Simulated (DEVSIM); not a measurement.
Device: abrupt Si p-n junction, at 300 K.

Layer 1 from the left is Si, thickness (μm) 23.0, Na (cm⁻³) 1.9e15, τn (s) 5.9e-5, τp (s) 5.9e-5. Layer 2 from the left is Si, thickness (μm) 0.820, Nd (cm⁻³) 4.6e15, τn (s) 5.9e-5, τp (s) 5.9e-5.

Left contact: ohmic. Right contact: ohmic. Voltage is applied to the left contact. Recombination: SRH at mid-gap. Mobility is constant in doping.

Constants are typed, rounded textbook-type inputs, not results; the design itself was drawn at random and stands for no fabricated device. Values at 300 K.

Si: gap (eV) 1.124, affinity (eV) 4.05, permittivity 11.7, Nc (cm⁻³) 2.86e19, Nv (cm⁻³) 3.1e19, μn (cm²/Vs) 1417, μp (cm²/Vs) 470.

**Question.** Estimate by hand the built-in potential, the peak field at zero bias, the capacitance at -1 V, and compare with a numerical solution.

**Answer.** 
- Built-in potential: ni = √(Nc Nv) exp(−Eg/2kT) = 1.08e10 cm⁻³ with Eg = 1.124 eV; Vbi = kT/q ln(Na Nd/ni²) = 0.647 V; numerical 0.647 V.
- Peak field at zero bias: depletion approximation: W = √(2εVbi/(qN)) = 0.789 μm with N = 1.34e15 cm⁻³; field = 2Vbi/W = 16400 V/cm; numerical 15700 V/cm (estimate above by 4.2 %).
- Capacitance at -1 V: C = √(qεN / 2(Vbi + |V|)) = 8.23 nF/cm²; numerical 8.36 nF/cm² (estimate below by 1.5 %).

DEVSIM, 1D drift-diffusion, Boltzmann statistics, complete ionisation; no tunnelling, impact ionisation, image-force lowering or self-heating.
